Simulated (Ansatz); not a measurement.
The parent structure is TaS2 in the CdI2 type structure (space group P-3m1, No. 164; a = 3.331 Å, c = 5.785 Å; layered, stacked along the Cartesian z axis; relaxed with 0.1 eV smearing). Axes: x lies along a and z along c of the hexagonal cell.

Computed with PBE-D3(BJ) (Ansatz, a first-principles code; PAW; 420 eV plane waves; no SOC).

It is then changed as follows: uniaxial strain ε_zz = +1.49 %, all other strain components held at zero; the atoms relax in the strained cell.

Q: Predict the stress tensor and what it implies for the stiffness.

A: Stress of the strained cell less that of the base (GPa, compression positive):
```
   -0.1     0.0     0.0
    0.0    -0.1     0.0
    0.0     0.0    -0.8
```

Then −Δσ_ii/ε with ε = 0.0149 gives secant stiffness values (nonlinear terms included at this strain): C33 ≈ 51 GPa.

No phonon test of stability was made. All final runs are without spin polarisation.
